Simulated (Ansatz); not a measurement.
Effect of Ru → C on Nb3Ru

Take Nb₃Ru (space group Fm-3m, No. 225; a = 6.431 Å; a cell from a computed database, its experimental status unchecked) as the base.

It is then changed as follows: every Ru is replaced by C; the structure is relaxed again.

Computed with r2SCAN (Ansatz, a program for electronic structure, PAW, no spin-orbit coupling). Γ-centred 13×13×13 mesh, Fermi–Dirac width 0.05 eV.

```tsv
quantity	base	changed	shift
volume per atom	16.62 Å³	14.66 Å³	-1.96 Å³
density	9.48 g/cm³	8.23 g/cm³	-1.25 g/cm³
lattice parameter a	6.431 Å	6.168 Å	-0.2635 Å
space group	Fm-3m (No. 225)	Fm-3m (No. 225)	–
shortest interatomic distance	2.785 Å	2.671 Å	-0.114 Å
band gap	zero	zero	–
```

Whether these cells are dynamically stable was not tested. As relaxed here, Nb3C is a hypothetical phase, not in the database extracts checked. The final runs are not spin-polarised. An odd electron count without spin: Nb3C and Nb3Ru.
